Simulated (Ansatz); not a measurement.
**GaP: response to strain**

The reference is GaP in the zinc blende structure (space group F-43m, No. 216).

```xyz
2
Lattice="0.0000 2.6957 2.6957 2.6957 0.0000 2.6957 2.6957 2.6957 0.0000" Properties=species:S:1:pos:R:3 pbc="T T T"
Ga     0.0000     0.0000     0.0000
P      1.3478     1.3478     1.3478
```

Cartesian axes are those of the cell as printed.

Strains are applied to the cell and any free atomic positions relax; under biaxial strain the out-of-plane vector relaxes too.

All numbers come from Kohn–Sham DFT with the LDA functional, run in Ansatz (a quantum-chemistry and plane-wave program) with PAW and 420 eV plane waves, scalar-relativistic without spin-orbit coupling.

Notes on the quantities. energy relative to the base: free energy F.

```csv
variant,gap character,energy relative to the base,volume per atom
base,–,0 meV/atom,19.59 Å³
"biaxial strain −2.08 %, plane normal [111], relaxed out of plane","indirect, Γ → F",+11 meV/atom,18.97 Å³
"biaxial strain −1.67 %, plane normal [111], relaxed out of plane","indirect, Γ → k = (0, 0.455, -0.455) in the run's primitive reciprocal basis",+7.3 meV/atom,19.09 Å³
"biaxial strain −1.25 %, plane normal [111], relaxed out of plane","indirect, Γ → F–Γ (13 % along)",+4.1 meV/atom,19.21 Å³
"biaxial strain −0.83 %, plane normal [111], relaxed out of plane","indirect, Γ → F–Γ (13 % along)",+1.8 meV/atom,19.34 Å³
"biaxial strain +0.42 %, plane normal [111], relaxed out of plane","indirect, Γ → F–Γ (13 % along)",+0.5 meV/atom,19.72 Å³
"biaxial strain +0.83 %, plane normal [111], relaxed out of plane","indirect, Γ → F–Γ (13 % along)",+1.7 meV/atom,19.84 Å³
"biaxial strain +1.25 %, plane normal [111], relaxed out of plane","indirect, Γ → T",+3.9 meV/atom,19.97 Å³
"biaxial strain +2.08 %, plane normal [111], relaxed out of plane","indirect, Γ → T",+11 meV/atom,20.22 Å³
"biaxial strain +2.50 %, plane normal [111], relaxed out of plane","indirect, Γ → T",+15 meV/atom,20.35 Å³
```

No phonon test of stability was made. k-point labels follow each cell's own Brillouin zone.
